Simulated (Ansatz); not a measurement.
The starting structures come from a database of crystals and need not be the phases stable at ambient conditions.

By PBEsol, the system below comes out a metal.

Without scattering a metal conducts by its projected Fermi surface.

Here is the system:

```
AlRh
1.0
    3.03687     0.00000     0.00000
    0.00000     3.03687     0.00000
    0.00000     0.00000     3.03687
Al Rh
1 1
Direct
  0.00000   0.00000   0.00000
  0.50000   0.50000   0.50000
```

Space group of this cell: Pm-3m, CsCl type. The cell is strained (all lengths scaled by 1.02); by PBEsol its mean pressure is -11.9 GPa.

The current flows along the normal of the first two printed cell vectors, the (001) plane of the conventional cell. No spin-orbit coupling; the value is a mean over 0.1 eV about the Fermi level.

Problem. Estimate the ballistic conductance per area that Ansatz (an electronic-structure program) with PBEsol returns for this system.

Solution. 0.47 × 10¹⁵ S/m² for both spins.
